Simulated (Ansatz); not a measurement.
```
CsMgCl3
1.0
    7.20519     0.00000     0.00000
   -3.60260     6.23988     0.00000
    0.00000     0.00000     6.15178
Cs Mg Cl
2 2 6
Direct
  0.33333   0.66667   0.75000
  0.66667   0.33333   0.25000
  0.00000   0.00000   0.00000
  0.00000   0.00000   0.50000
  0.84284   0.68568   0.75000
  0.15716   0.31432   0.25000
  0.15716   0.84284   0.25000
  0.84284   0.15716   0.75000
  0.31432   0.15716   0.75000
  0.68568   0.84284   0.25000
```

Computed with PBEsol with spin-orbit coupling, rigid bands (plane waves, PAW; Ansatz, a program for electronic structure). Condition of this run: spin-orbit coupling switched on. Cell: cell and atoms relaxed with PBEsol.

**Question.** What conductivity effective mass do dilute electrons have at 300 K?

**Answer.** 0.39 (x), 0.39 (y), 0.34 (z) mₑ.

**Question.** Predict the hole conductivity mass (n e² τ/σ) at 300 K, by direction if it differs.

**Answer.** 2.4 (x), 2.4 (y), 2.8 (z) mₑ.

**Question.** And the band gap?

**Answer.** 5.21 eV at this level; semilocal functionals usually fall short of the measured gap.

Rigid bands, one relaxation time for all states, no polarons.

Computed structure with no diffraction record at hand here (it may be known, metastable or hypothetical): CsMgCl3 (P6_3/mmc).
